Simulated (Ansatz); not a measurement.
Ge2Sb2Te5 (Cm, No. 8, 9 atoms in the cell; start mp-1224407) was calculated with LDA in Ansatz (PAW).

Settings: plane-wave cutoff 520 eV, 8×8×6 k mesh (along the axes of the cell as run), Fermi–Dirac smearing 0.01 eV, scalar-relativistic PAW data made under PBE.

Cell (relaxed at this level):

```
Ge2Sb2Te5
1.0
    6.66765    -2.97720    -0.03292
    6.66765     2.97720    -0.03292
   -6.69265     0.00000     6.65986
Ge Sb Te
2 2 5
Cartesian
  6.55240   0.00000   0.00606
  2.44654   0.00000   1.28692
 -1.37920   0.00000   2.82930
  8.03239   0.00000   3.81750
  1.46377   0.00000   3.98594
 -2.62065   0.00000   5.42300
  0.03632   0.00000  -0.00984
  9.37921   0.00000   1.18076
  5.34819   0.00000   2.54042
```

Question: What does this level give for the band gap, smallest direct gap on the k points sampled and direct gap at Γ?

Answer: 
- band gap = 0.08 eV
- smallest direct gap on the k points sampled = 0.23 eV
- direct gap at Γ = 1.42 eV

Spin–orbit coupling is not included; it can close the smallest gap of 0.08 eV.

Computed values are for the static lattice.

The result took about 11 core-minutes (a rough figure).

A start named mp-… is a Materials Project structure, which need not be a measured phase.

Ansatz is a program for electronic structure.
